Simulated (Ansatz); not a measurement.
Phonon-limited resistivity of Cu$_{3}$Ge (P6_3/mmc) against temperature in μΩ·cm, PBEsol, DFPT electron-phonon coupling, linearised Boltzmann equation in Ansatz (a quantum-chemistry and plane-wave program), harmonic crystal at a fixed cell. x, y and z are the axes of this cell:
```
Cu3Ge
1.0
    5.21379     0.00000     0.00000
   -2.60690     4.51528     0.00000
    0.00000     0.00000     4.15697
Cu Ge
6 2
Direct
  0.32909   0.16455   0.75000
  0.67091   0.83545   0.25000
  0.16455   0.32909   0.25000
  0.83545   0.67091   0.75000
  0.83545   0.16455   0.75000
  0.16455   0.83545   0.25000
  0.66667   0.33333   0.25000
  0.33333   0.66667   0.75000
```

```
T      ρ (x, y)  ρ (z)
-----  --------  -----
50 K       0.48   0.37
77 K       1.35   1.05
100 K       2.2   1.69
150 K       3.9      ?
200 K       5.5      ?
250 K       7.0    5.6
273 K       7.8    6.1
300 K       8.6    6.8
350 K      10.1    8.0
400 K      11.6    9.2
500 K      14.6   11.7
600 K      17.5   14.1
800 K        23   18.9
```

Problem. What belongs in the gaps?

Solution. 
- 150 K, ρ (z): 3.0
- 200 K, ρ (z): 4.3

A metal at this level (no band gap). Only scattering by harmonic phonons is included (no impurities, grain boundaries, electron-electron scattering or thermal expansion). Spin-orbit coupling is left out. The run warned that the eigensolver left some states short of its tolerance. Halving the electron mesh (20x20x20) moves the resistivity by up to 13 %. Smearing 0.20 eV; phonons on a 3x3x4 q mesh, which this run doesn't test and which matters most at low temperature.

Computed structure with no diffraction record at hand here (it may be known, metastable or hypothetical): Cu3Ge (P6_3/mmc).
